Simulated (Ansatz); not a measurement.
An Ansatz (a first-principles code) run: MoN with a change (N → Bi); PBEsol (Ansatz), spin-orbit coupling left out.

Input:

Ansatz 0.2 input:
```yaml
crystal:
  lattice:
    - [3.4361866223, 0, 0]
    - [-1.7180933111, 2.975824907, 0]
    - [0, 0, 4.0021504292]
  atoms:
    - { symbol: Mo, position: [0, 0, 0] }
    - { symbol: Bi, position: [0.3333333333, 0.6666666667, 0.5] }
basis: { ecutwfc: 420, ecutrho_ratio: 4, xc_grid: 2, fft_grid_basis: typed }
kpoints: { mp_grid: { grid: [16, 16, 12] } }
hamiltonian:
  xc: pbesol
  dispersion: none
  pseudopotentials: { kind: paw }
scf: { occupations: { method: fermi_dirac, width: 0.05 }, convergence: { dr2_threshold: 0.0000000002 } }
output: { forces: true, stress: true }
checkpoint: { write: state.ck, write_every: 1000 }
```

Output:

```
WARN ansatz: RAYON_NUM_THREADS=2 ignored (pool sized by the plan → 2); use --threads N
Pseudopotentials: kind: paw
Pseudopotential: Mo, paw, valence charge 14
Pseudopotential: Bi, paw, valence charge 15
Functional definition: PBEsol
Crystal: 2 atoms, lattice volume = 40.924 Å³
Basis set: ecut = 420 eV, 793 PW (Γ), exchange–correlation on 48×48×54 points (8 copies of the dense FFT grid, shifted against one another)
Bands: 19, of which v1, the nominal top of the filled ones, is band 15 counted from 1 (14 counted from 0)
Symmetry: 12 space group operations
Space group: P-6m2 (ITA 187), of the structure as read, at distance tolerance 3.4e-5 Å
k-points: 210 of 3072 (time reversal used)
PAW frozen core: Mo, regenerated for the run's functional, and the local potential with it
PAW frozen core: Bi, regenerated for the run's functional, and the local potential with it
Initial density: superposition of atomic densities (neutral atoms: chi_scale 0, normalization atom), corrected by the library's trained network
Initial wavefunctions: pseudopotential atomic-orbital guess
Eigensolver: davidson
Functional: x = pbesol(κ = 0.804, μ = 0.12345679012345678), c = pbesol(β = 0.046)
SCF iter   1: F=—  HF=-17138.023381 eV  |F-HF|=—  |Δ(HF+E_count)|=         —  Δρ=6.64e-3  dr2=1.26e-2  ethr=1.77e-3  ⟨swp⟩=5.6  Hψ=18090  notcnv=0
all-band conjugate gradients solve this SCF's bands
preconditioner: auto → none
SCF iter   2: F=—  HF=-17138.023211 eV  |F-HF|=—  |Δ(HF+E_count)|=   1.70e-4  Δρ=4.03e-3  dr2=5.78e-3  ethr=4.36e-5  ⟨swp⟩=1.8  Hψ=6200  notcnv=0
SCF iter   3: F=—  HF=-17138.022242 eV  |F-HF|=—  |Δ(HF+E_count)|=   9.69e-4  Δρ=4.15e-4  dr2=5.42e-5  ethr=1.99e-5  ⟨swp⟩=2.0  Hψ=4660  notcnv=0
SCF iter   4: F=—  HF=-17138.022247 eV  |F-HF|=—  |Δ(HF+E_count)|=   4.78e-6  Δρ=1.28e-4  dr2=4.69e-6  ethr=1.87e-7  ⟨swp⟩=2.1  Hψ=6727  notcnv=0
SCF iter   5: F=—  HF=-17138.022241 eV  |F-HF|=—  |Δ(HF+E_count)|=   5.78e-6  Δρ=4.67e-5  dr2=5.59e-7  ethr=1.62e-8  ⟨swp⟩=2.3  Hψ=6567  notcnv=0
SCF iter   6: F=—  HF=-17138.022250 eV  |F-HF|=—  |Δ(HF+E_count)|=   8.70e-6  Δρ=8.44e-6  dr2=1.25e-8  ethr=1.93e-9  ⟨swp⟩=2.1  Hψ=5472  notcnv=0
SCF iter   7: F=—  HF=-17138.022250 eV  |F-HF|=—  |Δ(HF+E_count)|=   3.82e-9  Δρ=1.74e-6  dr2=7.63e-10  ethr=4.30e-11  ⟨swp⟩=2.9  Hψ=7601  notcnv=0
SCF iter   8: F=-17138.022250 eV  HF=-17138.022250 eV  |F-HF|=0.00e0  |Δ(HF+E_count)|=  5.82e-11  Δρ=2.32e-7  dr2=8.65e-12  ethr=1.00e-12  ⟨swp⟩=5.0  Hψ=15051  notcnv=0
SCF 1 converged in 8 iterations: F = -17138.022250 eV  dr2 = 8.65e-12
SCF converged after 8 iterations
Free energy (F): -17138.022250 eV
Harris-Foulkes:  -17138.022250 eV  (|F-HF|=0.00e0)
Internal energy: -17138.003584 eV  (E = F + TS)
E sigma→0 (E₀):  -17138.012917 eV
Entropy (-TS):   -0.018666 eV (-9.333 meV/atom)
Fermi energy:    17.333869 eV
--- Per-component energies (eV) ---
  E_band       = -106.150997
  E_kinetic    = 748.055156
  E_local      = -2128.043573  (includes V_loc(G=0)·N_el)
  E_nonlocal   = 709.508216
  E_hartree    = 686.090712
  E_xc         = -331.869495
  E_vxc        = -371.933884  (∫ρ·V_xc dr)
  E_paw        = -13656.420582  (= ΣΔE_a)
  E_vpaw       = -435.917855  (= ΣTr[D̂ρ^β])
  E_aug_tail   = -0.000436  (compensation charges beyond the density's cutoff)
  E_ewald      = -3165.622633
  E_core_change = 0.299052  (= ΣΔE_core)
  E_smearing   = -0.018666  (= −TS)
  E_closure    = 0.000000  (closes the sum)
  Σ components = -17138.022250   (vs F -17138.022250, Δ=0.00e0)
  [band-id]    e_kinetic+e_local+e_nonlocal+2·e_hartree+e_vxc+e_vpaw+e_augmentation_tail = -106.150952   (vs E_band -106.150997, Δ=4.60e-5)
--- Forces (eV/Å), atoms counted from 1 ---
  atom   1  Mo     0.00000000    -0.00000000     0.00000000
  atom   2  Bi     0.00000000    -0.00000000     0.00000000
  max |Σ_I F_I| component: 1.16e-16 eV/Å
--- Stress (GPa, compression-positive) ---
       -0.000080       0.000000       0.000000
        0.000000      -0.000080       0.000000
        0.000000       0.000000       0.000056
  P = ⅓ Tr σ = -0.0000 GPa (-0.000 kbar)
  The stress holds the Pulay correction. Without it, at fixed plane waves, as pw.x and ABINIT print it: P = -0.0387 GPa
  The stress includes an estimate of the error left by incomplete SCF convergence (largest component -0.0001 GPa).
--- Band table ---
  band table: none
```

Stability against distortions was not tested. The final runs are not spin-polarised. An odd electron count without spin: BiMo. The cell was made from MoN by this change: N → Bi; the result is a hypothetical phase, not in the database extracts checked. BiMo has a high density of states at the Fermi level and may be magnetic at this level.
